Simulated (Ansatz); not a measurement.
The starting structures come from a database of crystals and need not be the phases stable at ambient conditions.

Given:

```
CELL_PARAMETERS angstrom
      9.51590     0.00000     0.00000
      4.16655     8.55525     0.00000
      4.75795     2.97501     1.96857
ATOMIC_POSITIONS crystal
  Y  0.00000 0.00000 0.00000
  Y  0.25000 0.75000 0.50000
  V  0.50000 0.50000 0.00000
  V  0.75000 0.25000 0.50000
  O  0.92455 0.23994 0.52012
  O  0.48994 0.67455 0.02012
  O  0.92455 0.60916 0.78168
  O  0.85916 0.67455 0.28168
  O  0.32545 0.14084 0.71832
  O  0.76006 0.07545 0.47988
  O  0.32545 0.51006 0.97988
  O  0.39084 0.07545 0.21832
```

Space group of this cell: I4_1/amd. The cell is taken as given; by r2SCAN its mean pressure is -1.5 GPa.

Transport runs along the normal of the first two printed cell vectors, the (111) plane of the conventional cell.

No gap correction and no spin-orbit coupling; mid-gap values are interpolated between computed energies.

Question: Compute, with r2SCAN run with Ansatz (a program for electronic structure), the band gap and the smallest decay constant κ at mid-gap.

Answer: Gap 3.27 eV on a 16×16×16 mesh; κ = 0.496 1/Å, at the zone centre.
